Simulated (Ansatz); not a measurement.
BaSnSe3 in the cubic perovskite structure (space group Pm-3m, No. 221; a hypothetical phase, not in the database extracts checked)

```
BaSnSe3
1.0
    5.26995     0.00000     0.00000
    0.00000     5.26995     0.00000
    0.00000     0.00000     5.26995
Ba Sn Se
1 1 3
Direct
  0.00000   0.00000   0.00000
  0.50000   0.50000   0.50000
  0.00000   0.50000   0.50000
  0.50000   0.50000   0.00000
  0.50000   0.00000   0.50000
```

Level of theory: Kohn–Sham DFT with the PBEsol functional, run in Ansatz (a program for electronic structure) with PAW and 420 eV plane waves, no spin-orbit coupling. Settings: 9×9×9 k-points, 0.05 eV Fermi–Dirac smearing.

- Volume per atom: 29.27 Å³
- Density: 5.59 g/cm³
- Band gap: zero
- Total energy: -5617.870 eV/atom (σ→0; compares only within this code and set-up)

Whether these cells are dynamically stable was not tested. The final runs are not spin-polarised. Many cubic perovskites are stable only at high temperature; tilts and polar distortions were not tested.
